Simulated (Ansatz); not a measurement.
Take BeTe in the zinc blende structure (space group F-43m, No. 216; a = 5.664 Å) as the base.

Level of theory: PBE in Ansatz (plane waves to 420 eV, PAW, no spin-orbit coupling).

For the base:

The electron mass is 1.9 mₑ along k, 0.26 mₑ across (at X) and the band gap is 2.03 eV.

Modification: a hydrostatic pressure of 9 GPa.

Task: How does this affect the electron mass and band gap?

Result: The electron mass changes from 1.9 mₑ along k, 0.26 mₑ across (at X) to 1.4 mₑ along k, 0.24 mₑ across (at X); the band gap decreases by 0.32 eV to 1.71 eV.

With Te present, leaving out spin-orbit coupling can change the band edges. Load acts through the strain it causes; cell and atoms are relaxed under it. Effective masses come from finite differences of ±0.01 Å⁻¹. Along k means along the line from Γ to the band edge. No phonon test of stability was made. Competing high-pressure phases were not computed.

Ansatz is a quantum-chemistry and plane-wave program.
